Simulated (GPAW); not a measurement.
A self-consistent single point of ZrIn3 (I4/mmm, 4 atoms in the cell) with GPAW.

Method: LDA (Perdew-Wang 92), GPAW PAW datasets LDA (gpaw-data 1.0.1) (plane waves; GPAW).

```xyz
4
Lattice="-2.1501 2.1501 4.9780 2.1501 -2.1501 4.9780 2.1501 2.1501 -4.9780" Properties=species:S:1:pos:R:3 pbc="T T T"
Zr     0.0000     0.0000     0.0000
In     2.1501     0.0000     2.4890
In     0.0000     2.1501     2.4890
In     0.0000     0.0000     4.9780
```

Reference input (self-consistent single point, DFT PBEsol, plane waves, GPAW PAW datasets PBEsol (made by gpaw-setup)): mode = pw; ecut = 550 eV; xc = PBEsol; kpts = 7 7 7; mesh shift (steps) = 0 0 0; occupations.name = fermi-dirac; occupations.width = 0.1 eV; nbands = -8; symmetry.symmorphic = false; symmetry.tolerance = 0.0005; maxiter = 120. This run's input differs from it in these lines:

```diff
@@ -15,3 +15,3 @@
 calc = GPAW(mode=PW(550),
-            xc='PBEsol',
+            xc='LDA',
             kpts=(7, 7, 7),
```

Its files differ too (potentials: GPAW PAW datasets LDA (gpaw-data 1.0.1)).

Log, with long lists cut:

```
     iter     time        total  log10-change:
                         energy   eigst   dens
iter:   1 --:--:--   -20.087120
iter:   2 --:--:--   -20.049520   -1.03  -1.45
iter:   3 --:--:--   -19.794688   -1.43  -1.48
iter:   4 --:--:--   -19.799341   -2.29  -1.83
iter:   5 --:--:--   -19.767204   -2.08  -1.97
iter:   6 --:--:--   -19.764461   -3.05  -2.32
iter:   7 --:--:--   -19.734889   -2.96  -2.37
iter:   8 --:--:--   -19.735775   -4.08  -3.09
iter:   9 --:--:--   -19.734361c  -4.18  -3.02
iter:  10 --:--:--   -19.734391c  -4.62  -3.26
iter:  11 --:--:--   -19.734302c  -5.88  -3.57
iter:  12 --:--:--   -19.734309c  -6.07  -3.63
iter:  13 --:--:--   -19.734294c  -6.36  -3.73
iter:  14 --:--:--   -19.734292c  -6.80  -3.82
iter:  15 --:--:--   -19.734290c  -7.55c -4.13c
Converged after 15 iterations.

Dipole moment: (-0.000000, -0.000000, -0.000000) |e|*Ang

Energy contributions relative to reference atoms: (reference = -577289.433960)

Kinetic:        +20.945803
Potential:      -18.614616
External:        +0.000000
XC:             -22.875647
Entropy (-ST):   -0.048750
Local:           +0.834546
SIC:             +0.000000
--------------------------
Free energy:    -19.758665
Extrapolated:   -19.734290

Showing only first 2 kpts
 Kpt  Band  Eigenvalues  Occupancy
  0    23      7.02172    1.99998
  0    24      7.11817    1.99995
  0    25      7.92201    1.86598
  0    26      9.53903    0.00000

  1    23      6.73818    2.00000
  1    24      7.14950    1.99994
  1    25      7.66003    1.98959
  1    26      9.82025    0.00000

Fermi level: 8.18536

No gap
No difference between direct/indirect transitions
Energy (eV): -19.73429

Forces in eV/Ang:
  0 Zr    0.00000   -0.00000   -0.00000
  1 In    0.00000   -0.00000    0.00000
  2 In   -0.00000   -0.00000    0.00000
  3 In   -0.00000    0.00000    0.00000

Stress tensor:
     0.047546     0.000000    -0.000000
     0.000000     0.047546    -0.000000
    -0.000000    -0.000000     0.042336
Stress (GPa, Voigt): [ 7.6177  7.6177  6.7829 -0.     -0.      0.    ]
```

The run converged in 15 iterations. GPAW prints stress with tension positive. Against the reference run the pressure goes from -4.88 to -7.34 GPa.

The starting cell comes from a database of computed structures (which also holds hypothetical and non-ambient phases and stackings), without a prior relaxation at this level. Its lattice was rescaled by a random factor within 2.5 % of one. With a pressure of about -7 GPa the cell is away from its equilibrium volume at this level.

Cost on one core of a shared machine: roughly 70 s.
